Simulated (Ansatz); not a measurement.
An Ansatz (a quantum-chemistry and plane-wave program) input (DFT with PBE, PAW potentials and a 420 eV plane-wave cutoff in Ansatz, no spin-orbit coupling, earlier PAW set):

Ansatz 0.2 input:
```yaml
crystal:
  lattice:
    - [3.8451422768, 0, 0]
    - [-1.9225711384, 3.3299908929, 0]
    - [0, 0, 6.3057297668]
  atoms:
    - { symbol: Zn, position: [0.6666666667, 0.3333333333, 0.999852226] }
    - { symbol: Zn, position: [0.3333333333, 0.6666666667, 0.499852226] }
    - { symbol: S, position: [0.6666666667, 0.3333333333, 0.625347774] }
    - { symbol: S, position: [0.3333333333, 0.6666666667, 0.125347774] }
basis: { ecutwfc: 420, ecutrho_ratio: 4, xc_grid: 2, fft_grid_basis: typed }
kpoints: { mp_grid: { grid: [10, 10, 5] } }
hamiltonian:
  xc: pbe
  dispersion: none
  pseudopotentials: { azcp: { folder: ./paw }, kind: paw }
scf: { occupations: { method: fermi_dirac, width: 0.05 }, convergence: { dr2_threshold: 0.0000000004 } }
output: { forces: true, stress: true }
```

Which symmetry and how many k-points will the program report, and about how many plane waves at Γ?

Space group P63mc (ITA 186) with 12 operations, k-points 42 of 500, and 1581 plane waves at Γ.

Whether these cells are dynamically stable was not tested. The cell is ZnS in the wurtzite structure (space group P6_3mc, No. 186).
